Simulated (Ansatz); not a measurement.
**Response to strain in YB6**

Take YB$_{6}$ (space group Pm-3m, No. 221; a = 4.076 Å) as the base.

Strains are applied to the cell and any free atomic positions relax.

Calculations: plane-wave PAW DFT at the PBEsol level (Ansatz, a quantum-chemistry and plane-wave program, 420 eV), no spin-orbit coupling.

```json
[
 {"isotropic strain (%)": "-4.03", "pressure (GPa)": "27.2"},
 {"isotropic strain (%)": "-2.23", "pressure (GPa)": "13.5"},
 {"isotropic strain (%)": "0", "pressure (GPa)": "0.0"},
 {"isotropic strain (%)": "1.73", "pressure (GPa)": "?"},
 {"isotropic strain (%)": "3.64", "pressure (GPa)": "-15.7"}
]
```

### Question
Fit P = P₀ − Bδ + Cδ² with δ = (1 + ε)³ − 1 to the rows shown and predict the withheld row.

### Answer
Least squares on the printed values gives P₀ = -0.2 GPa, B = 185 GPa, C = 428 GPa (largest residual 0.3 GPa); this predicts -8.8 GPa, and the run gives -8.3 GPa, 0.5 higher.

Whether these cells are dynamically stable was not tested. All final runs are without spin polarisation. An odd electron count without spin: YB6.
